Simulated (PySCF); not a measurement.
PySCF 2.14.0, PBE/def2-tzvp: Zr(Cl)3(I) ([Cl][Zr]([Cl])([Cl])[I]), 5 atoms. The geometry is a generated start, not checked to be a minimum at this level.

```
Item                                                 Value
-------------------------  -------------------------------
task                                                energy
method                                                 pbe
basis                                            def2-tzvp
two-electron scheme            exact four-centre integrals
mol.max_memory                                     3000 MB
mf.init_guess                              minao (default)
mf.DIIS                                    CDIIS (default)
mf.diis_space                                  8 (default)
mf.conv_tol                                1e-09 (default)
mf.grids.level                                 3 (default)
effective core potentials  those of the basis set, past Kr
basis functions                                        201
grid points                                         100992
```

It runs on a single node (Arm Neoverse V2, 96 cores on 1 socket, no SMT, 1 L3 cache group).

Times are wall-clock medians of two to five repeats, from the common launch until the last copy ends, with nothing else on the machine. Unless noted, each process is bound to its own block of adjacent cores. The times hold for this build (PyPI wheel: OpenMP (GNU), a bundled serial OpenBLAS 0.3.3 under its C layer, NumPy's threaded OpenBLAS held to generic ARMv8 kernels, libcint, Libxc). Scratch files lie in a memory file system.

Ways to fill 88 cores (the node offers 329 GiB):
- 11 copies of 8 threads, 1 BLAS thread
- 22 copies of 4 threads, 1 BLAS thread
- 88 threads, 1 BLAS thread
- 2 copies of 44 threads, 1 BLAS thread
- 4 copies of 22 threads, 1 BLAS thread

Problem. For throughput over a long queue of such jobs, how should the node be filled?

Solution. 22 copies of 4 threads, 1 BLAS thread: 3100 jobs an hour. At the low end 88 threads, 1 BLAS thread gives 550. The best is the narrowest job tried, and narrower ones have no timing here.

```csv
way,time till all copies end,jobs an hour,"memory in all, scratch files included"
"22 copies of 4 threads, 1 BLAS thread",25 s,3100,48 GiB
"11 copies of 8 threads, 1 BLAS thread",14 s,2800,25 GiB
"4 copies of 22 threads, 1 BLAS thread",7.3 s,2000,9.7 GiB
"2 copies of 44 threads, 1 BLAS thread",6.1 s,1200,5.3 GiB
"88 threads, 1 BLAS thread",6.5 s,550,2.8 GiB
```

2 planned settings were not run, for want of time.
